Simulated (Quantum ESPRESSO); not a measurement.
A dielectric-response calculation of KHgF3 (Cmmm, 5 atoms in the cell) with Quantum ESPRESSO.

Method of the run: LDA (PZ), GBRV 1.5 ultrasoft (LDA) pseudopotentials (plane waves; Quantum ESPRESSO).

```
KHgF3
1.0
    3.19236    -3.19847     0.00000
    3.19236     3.19847     0.00000
    0.00000     0.00000     4.51082
K Hg F
1 1 3
Direct
  0.00000   0.00000   0.50000
  0.50000   0.50000   0.00000
  0.00000   0.50000   0.00000
  0.50000   0.00000   0.00000
  0.50000   0.50000   0.50000
```

Reference input (self-consistent single point, DFT, LDA (PZ), plane waves, GBRV 1.5 ultrasoft (LDA) pseudopotentials): ecutwfc = 40 Ry; ecutrho = 200 Ry; occupations = fixed; potentials = {K: k_lda_v1.4.uspp.F.UPF, Hg: hg_lda_v1.uspp.F.UPF, F: f_lda_v1.4.uspp.F.UPF}; K_POINTS = automatic 3 3 3 0 0 0; nbnd = 27; conv_thr = 1e-10 Ry; mixing_beta = 0.3. This run's input differs from it in these lines:

```diff
@@ -12,4 +12,4 @@
    ntyp = 3
-   ecutwfc = 40
-   ecutrho = 200
+   ecutwfc = 52
+   ecutrho = 260
    occupations = 'fixed'
```

Step 2 (ph.x):

```fortran
phonons at the zone centre
&INPUTPH
   prefix = 'KHgF3'
   outdir = './tmp/'
   tr2_ph = 1.0d-14
   trans = .false.
   epsil = .true.
   zeu = .true.
/
0.0 0.0 0.0
```

The program printed (abridged):

Output of step 1:

```
     Self-consistent Calculation

     iteration #  1     ecut=    52.00 Ry     beta= 0.30

     total energy              =    -310.29009577 Ry
     estimated scf accuracy    <       0.44753829 Ry

     iteration #  2     ecut=    52.00 Ry     beta= 0.30

     total energy              =    -310.36738323 Ry
     estimated scf accuracy    <       0.04720982 Ry

     iteration #  3     ecut=    52.00 Ry     beta= 0.30

     total energy              =    -310.35951078 Ry
     estimated scf accuracy    <       0.01852198 Ry

   [... 7 blocks of this kind left out ...]

     iteration # 11     ecut=    52.00 Ry     beta= 0.30

     total energy              =    -310.36208245 Ry
     estimated scf accuracy    <          8.0E-09 Ry

     iteration # 12     ecut=    52.00 Ry     beta= 0.30
     End of self-consistent calculation

     highest occupied, lowest unoccupied level (ev):     2.7168    3.5646

!    total energy              =    -310.36208245 Ry
     estimated scf accuracy    <          7.2E-11 Ry

     convergence has been achieved in  12 iterations

     Forces acting on atoms (cartesian axes, Ry/au):

     atom    1 type  1   force =     0.00000000    0.00000000    0.00000000
   [... zero for the other atoms too ...]

     Total force =     0.000000     Total SCF correction =     0.000000

          total   stress  (Ry/bohr**3)                   (kbar)     P=      -29.01
  -0.00019869   0.00000000   0.00000000          -29.23        0.00        0.00
   0.00000000  -0.00020026   0.00000000            0.00      -29.46        0.00
   0.00000000   0.00000000  -0.00019264            0.00        0.00      -28.34

   JOB DONE.
```

Output of step 2:

```
     Reading xml data from directory:

     ./tmp/KHgF3.save/

     G-vector sticks info
     --------------------
     sticks:   dense  smooth     PW     G-vecs:    dense   smooth      PW
     Sum        1493    1201    341                43839    31447    4697

     Reading collected, re-writing distributed wavefunctions in ./tmp/

     Number and degeneracy of irreps per q-point
       N         xq(1)         xq(2)         xq(3)   N irreps
       1   0.000000000   0.000000000   0.000000000      15
     No degeneracy

     Calculation of q =    0.0000000   0.0000000   0.0000000

     phonons at the zone centre

     bravais-lattice index     =            0
     lattice parameter (alat)  =       8.5397  a.u.
     unit-cell volume          =     621.6357 (a.u.)^3
     number of atoms/cell      =            5
     number of atomic types    =            3
     kinetic-energy cut-off    =      52.0000  Ry
     charge density cut-off    =     260.0000  Ry
     convergence threshold     =      1.0E-14
     beta                      =       0.7000
     number of iterations used =            4
     Exchange-correlation= PZ
   [... lines left out ...]

     Representation     2      1 modes -  To be done

     Representation     3      1 modes -  To be done

     Representation     4      1 modes -  To be done

     Representation     5      1 modes -  To be done

     Representation     6      1 modes -  To be done

     Representation     7      1 modes -  To be done

     Representation     8      1 modes -  To be done

     Representation     9      1 modes -  To be done

     Representation    10      1 modes -  To be done

     Representation    11      1 modes -  To be done

     Representation    12      1 modes -  To be done

     Representation    13      1 modes -  To be done

     Representation    14      1 modes -  To be done

     Representation    15      1 modes -  To be done
     Electric Fields Calculation

      iter #   1   av.it.:   8.3
      thresh= 1.000E-02 alpha_mix =  0.700 |ddv_scf|^2 =  3.031E-08

      iter #   2   av.it.:  15.2
      thresh= 1.741E-05 alpha_mix =  0.700 |ddv_scf|^2 =  3.231E-09

   [... 3 blocks of this kind left out ...]

      iter #   6   av.it.:  14.1
      thresh= 4.691E-08 alpha_mix =  0.700 |ddv_scf|^2 =  1.765E-15

     End of electric fields calculation
          Dielectric constant in cartesian axis

          (       3.128398758      -0.000000000       0.000000000 )
          (      -0.000000000       3.131136071       0.000000000 )
          (       0.000000000       0.000000000       3.132900317 )

          Effective charges (d Force / dE) in cartesian axis without acoustic sum rule applied (asr)

           atom    1  K     Mean Z*:        1.19965
      Ex  (        1.20011       -0.00000        0.00000 )
      Ey  (       -0.00000        1.19908        0.00000 )
      Ez  (        0.00000        0.00000        1.19974 )
           atom    2  Hg    Mean Z*:        2.59203
      Ex  (        2.58894        0.00000        0.00000 )
      Ey  (        0.00000        2.59345        0.00000 )
      Ez  (        0.00000        0.00000        2.59369 )
           atom    3  F     Mean Z*:       -1.26799
      Ex  (       -1.48208        0.64709        0.00000 )
      Ey  (        0.64497       -1.48428        0.00000 )
      Ez  (        0.00000        0.00000       -0.83761 )
           atom    4  F     Mean Z*:       -1.26799
      Ex  (       -1.48208       -0.64709        0.00000 )
      Ey  (       -0.64497       -1.48428        0.00000 )
      Ez  (        0.00000        0.00000       -0.83761 )
   [... lines left out ...]
      E*x (        2.59110        0.00000        0.00000 )
      E*y (        0.00000        2.59562        0.00000 )
      E*z (        0.00000        0.00000        2.59566 )
           atom    3  F     Mean Z*:       -1.26588
      E*x (       -1.47991        0.64709        0.00000 )
      E*y (        0.64497       -1.48211        0.00000 )
      E*z (        0.00000        0.00000       -0.83563 )
           atom    4  F     Mean Z*:       -1.26588
      E*x (       -1.47991       -0.64709        0.00000 )
      E*y (       -0.64497       -1.48211        0.00000 )
      E*z (        0.00000        0.00000       -0.83563 )
           atom    5  F     Mean Z*:       -1.26411
      E*x (       -0.83356        0.00000        0.00000 )
      E*y (        0.00000       -0.83265        0.00000 )
      E*z (        0.00000        0.00000       -2.12612 )
   JOB DONE.
```

The run converged in 12 iterations. 

Summary of the result:
| Quantity | Result |
|---|---|
| Free energy E − TS | -4222.6913 eV |
| Top of the valence band (on the code's own zero) | 2.72 eV |
| Gap on the k-point mesh | 0.85 eV |
| Pressure | -2.90 GPa |
| ε∞ at this k-point mesh, which may be far from converged in small-gap cells (xx, yy, zz) | 3.13, 3.13, 3.13 |
| Born charges at this mesh (mean of the diagonal, e) | K 1.20, Hg 2.59, F -1.27, F -1.27, F -1.26 |

The starting cell comes from a database of computed structures (which also holds hypothetical and non-ambient phases and stackings), without a prior relaxation at this level. Its lattice was rescaled by up to half a per cent. Spin-orbit coupling is off.
